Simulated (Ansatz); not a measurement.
**Hypothetical Cmcm AlCrB: response to strain**

Base system: AlCrB (space group Cmcm, No. 63; a = 2.966 Å, b = 13.834 Å, c = 2.946 Å; non-magnetic; a hypothetical phase, not in the database extracts checked). Axes: x, y, z lie along a, b, c of the conventional cell.

Strains are applied to the cell and any free atomic positions relax; under stress the whole cell relaxes.

The values are results of PBEsol/PAW in Ansatz (a quantum-chemistry and plane-wave program), no spin-orbit coupling, not measurements.

Notes on the quantities. energy relative to the base: free energy F; pressure: mean of the normal stresses, compression positive.

```tsv
case	energy relative to the base	pressure	volume per atom	largest internal atomic displacement
base	0 meV/atom	0.0 GPa	10.08 Å³	–
isotropic strain −5.96 %	[?]	[?]	8.38 Å³	[?]
uniaxial strain ε_yy = +2.40 %	+4.5 meV/atom	-3.8 GPa	10.32 Å³	0.028 Å
uniaxial strain ε_zz = +4.89 %	+28 meV/atom	-9.3 GPa	10.57 Å³	0.016 Å
uniaxial stress, 0.5 GPa tension along x	0.0 meV/atom	–	10.08 Å³	–
```

Question: What belongs in the blanks?

Answer: 
- isotropic strain −5.96 %, energy relative to the base: +0.247 eV/atom
- isotropic strain −5.96 %, pressure: 54.7 GPa
- isotropic strain −5.96 %, largest internal atomic displacement: 0.050 Å

Without a gap, meshes like the base's 12×12×12 leave anisotropic stresses uncertain by several tenths of a GPa, and small strain energies with them. Stability under load was not tested beyond the relaxation. Seeded moments were not kept for the base. The final runs are not spin-polarised.
